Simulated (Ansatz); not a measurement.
Worked example: self-consistent single point of TiBO₃ (R-3c, 10 atoms in the cell) in Ansatz (a quantum-chemistry and plane-wave program).

Method: LDA (PW92), default PAW files made with PBE (plane waves; Ansatz).

```
CELL_PARAMETERS angstrom
      2.33615     1.34878     4.98313
     -2.33615     1.34878     4.98313
      0.00000    -2.69755     4.98313
ATOMIC_POSITIONS crystal
  O  0.95163 0.25000 0.54837
  O  0.54837 0.95163 0.25000
  O  0.25000 0.54837 0.95163
  O  0.04837 0.75000 0.45163
  O  0.45163 0.04837 0.75000
  O  0.75000 0.45163 0.04837
  Ti 0.00000 0.00000 0.00000
  Ti 0.50000 0.50000 0.50000
  B  0.25000 0.25000 0.25000
  B  0.75000 0.75000 0.75000
```

Reference input (self-consistent single point, DFT, LDA (PW92), plane waves, default PAW files made with PBE): basis.ecutwfc = 420 eV; kpoints.mp_grid.grid = 7 7 7; hamiltonian.xc = lda; hamiltonian.pseudopotentials = {kind: paw} (the program's default PAW files); scf.occupations.method = methfessel_paxton; scf.occupations.width = 0.272 eV. This run's input differs from it in these lines:

Ansatz 0.2 input:
```diff
@@ -25,3 +25,3 @@
 scf:
-  occupations: { method: methfessel_paxton, width: 0.272 }
+  occupations: { method: cold, width: 0.2 }
 output:
```

Output (repeated stretches shortened):

```
SCF iter   1: F=—  HF=-8543.102891 eV  |F-HF|=—  |Δ(HF+E_count)|=         —  Δρ=1.70e-2  dr2=2.32e-1  ethr=1.77e-3  ⟨swp⟩=6.2  Hψ=7844  notcnv=0
all-band conjugate gradients solve this SCF's bands
preconditioner: auto → Kerker (q_TF=auto, 2.571 Å⁻¹)
SCF iter   2: F=—  HF=-8543.048610 eV  |F-HF|=—  |Δ(HF+E_count)|=   5.43e-2  S|Δr|=    0.00e0  Δρ=6.01e-3  dr2=3.55e-2  ethr=3.51e-4  ⟨swp⟩=2.2  Hψ=3148  notcnv=0
SCF iter   3: F=—  HF=-8543.040513 eV  |F-HF|=—  |Δ(HF+E_count)|=   8.10e-3  S|Δr|=    0.00e0  Δρ=1.83e-3  dr2=3.44e-3  ethr=5.37e-5  ⟨swp⟩=2.7  Hψ=2993  notcnv=0  defer=1
SCF iter   4: F=—  HF=-8543.039707 eV  |F-HF|=—  |Δ(HF+E_count)|=   8.06e-4  S|Δr|=    0.00e0  Δρ=2.45e-4  dr2=5.44e-5  ethr=5.21e-6  ⟨swp⟩=2.6  Hψ=2913  notcnv=0  defer=1
SCF iter   5: F=—  HF=-8543.039703 eV  |F-HF|=—  |Δ(HF+E_count)|=   4.31e-6  S|Δr|=    0.00e0  Δρ=3.42e-5  dr2=1.01e-6  ethr=8.24e-8  ⟨swp⟩=2.1  Hψ=2812  notcnv=0  defer=1
SCF iter   6: F=-8543.039703 eV  HF=-8543.039703 eV  |F-HF|=1.44e-8  |Δ(HF+E_count)|=   4.92e-8  S|Δr|=    0.00e0  Δρ=8.57e-6  dr2=5.87e-8  ethr=1.52e-10  ⟨swp⟩=10.0  Hψ=8317  notcnv=0
SCF 1 converged in 6 iterations: F = -8543.039703 eV  dr2 = 5.87e-8
Stability not checked (fill_not_monotonic)
Free energy (F): -8543.039703 eV
Internal energy: -8542.938319 eV  (E = F + TS)
E sigma→0 (E₀):  -8543.005908 eV
Entropy (-TS):   -0.101384 eV (-10.138 meV/atom)
Fermi energy:    10.891060 eV
--- Forces (eV/Å), atoms counted from 1 ---
  atom   1  O      0.23810902     0.41241692     0.00000000
  atom   2  O     -0.47621804    -0.00000000    -0.00000000
  atom   3  O      0.23810902    -0.41241692     0.00000000
  atom   4  O     -0.23810902    -0.41241692    -0.00000000
   [... lines left out ...]
  atom  10  B     -0.00000000     0.00000000     0.00000000
--- Stress (GPa, compression-positive) ---
      -12.271036       0.000000      -0.000000
        0.000000     -12.271036      -0.000000
       -0.000000       0.000000     -10.268405
  P = ⅓ Tr σ = -11.6035 GPa (-116.035 kbar)
  The stress holds the Pulay correction. Without it, at fixed plane waves, as pw.x and ABINIT print it: P = -12.6491 GPa
```

The run converged in 6 iterations. Against the reference run the free energy goes down by 1.8 meV/atom, the pressure moves little (-11.67 to -11.60 GPa) and the largest force goes from 0.463 to 0.476 eV/Å.

The starting cell comes from a database of published, mostly measured structures (it also holds non-ambient and calculated ones), without a prior relaxation at this level. Spin polarisation is off, so a magnetic state, if there is one, cannot be reached. With a pressure of about -12 GPa the cell is away from its equilibrium volume at this level. Ansatz's pressure includes its estimate of the finite-basis (Pulay) stress. Without the estimate this run gives -12.65 GPa.
